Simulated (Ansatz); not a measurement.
**BiSe (P-3m1, No. 164, 12 atoms in the cell; start mp-27902)**

The numbers are results of PBEsol (Ansatz, a program for electronic structure, plane waves, PAW), not measurements.

Numerical settings: plane-wave cutoff 520 eV, 18×18×4 k mesh (along the axes of the cell as run), Fermi–Dirac smearing 0.05 eV, scalar-relativistic PAW data made under PBE.

Cell (relaxed at this level):

```
BiSe
1.0
    4.20358     0.00000     0.00000
   -2.10179     3.64041     0.00000
    0.00000     0.00000    22.75921
Bi Se
6 6
Direct
  0.66667   0.33333   0.46056
  0.33333   0.66667   0.53944
  0.66667   0.33333   0.71438
  0.33333   0.66667   0.28562
  0.00000   0.00000   0.87818
  0.00000   0.00000   0.12182
  0.00000   0.00000   0.64566
  0.00000   0.00000   0.35434
  0.66667   0.33333   0.20502
  0.33333   0.66667   0.79498
  0.66667   0.33333   0.94479
  0.33333   0.66667   0.05521
```

| Item | Value |
|---|---|
| band gap | zero (no gap) |

Note: the relaxation could not lower the start's symmetry, so the cell can be a saddle point above a distorted one.

Spin–orbit coupling is not included; it can open a gap where bands touch, and shift volumes and moduli.

Computed values are for the static lattice.

The result took about 60 core-minutes (a rough figure).

A start named mp-… is a Materials Project structure, which need not be a measured phase.
